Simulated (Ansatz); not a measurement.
The reference is LiNbO$_{3}$ (space group R3c, No. 161).

```yaml
crystal:
  lattice:
    - [2.59493, 1.49819, 4.67214]
    - [-2.59493, 1.49819, 4.67214]
    - [0.00000, -2.99637, 4.67214]
  atoms:
    - { symbol: Li, position: [0.70264, 0.70264, 0.70264] }
    - { symbol: Li, position: [0.20264, 0.20264, 0.20264] }
    - { symbol: Nb, position: [0.98381, 0.98381, 0.98381] }
    - { symbol: Nb, position: [0.48381, 0.48381, 0.48381] }
    - { symbol: O, position: [0.62624, 0.87386, 0.26316] }
    - { symbol: O, position: [0.87386, 0.26316, 0.62624] }
    - { symbol: O, position: [0.26316, 0.62624, 0.87386] }
    - { symbol: O, position: [0.76316, 0.37386, 0.12624] }
    - { symbol: O, position: [0.37386, 0.12624, 0.76316] }
    - { symbol: O, position: [0.12624, 0.76316, 0.37386] }
```

Cartesian axes are those of the cell as printed.

Level of theory: Ansatz (an electronic-structure program), PBE, PAW, cutoff 420 eV, no spin-orbit coupling, earlier PAW set.

It is then changed as follows: the cell is compressed by 0.65 % along z with no lateral relaxation, atoms relaxed at fixed cell.

Problem. Predict the stress tensor and what it implies for the stiffness.

Solution. Stress of the strained cell less that of the base (GPa, compression positive):
```
   0.39    0.00    0.00
   0.00    0.39    0.00
   0.00    0.00    1.41
```

Then −Δσ_ii/ε with ε = -0.0065 gives relaxed-ion elastic constants: C33 ≈ 217 GPa, C13 ≈ 59 GPa and C23 ≈ 59 GPa.

Stability against distortions was not tested.
